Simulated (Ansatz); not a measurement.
ZnS (F-43m), HSE06, rigid bands (Ansatz, a first-principles code): N_c = 2.38e18 cm⁻³ at 300 K and an electron conductivity mass of 0.210 mₑ.

### Question
For 1e16 electrons per cm³ at 300 K, place the Fermi level, estimate the Seebeck coefficient of a parabolic band with constant τ, and give mobility and conductivity for τ = 20 fs.

### Answer
The level lies k_BT ln(N_c/n) = 0.141 eV below the conduction-band minimum. S ≈ −(k_B/e)[ln(N_c/n) + 5/2] = -687 μV/K, against -684 μV/K from the full bands (mean over directions). μ = eτ/m = 168 cm²/(V·s) and σ = neμ = 0.268 S/cm. τ is assumed, not computed.

Band transport and this doping are assumed; polarons and phonon drag are left out. Spin-orbit coupling is left out. Geometry: cell and atoms relaxed with PBEsol.
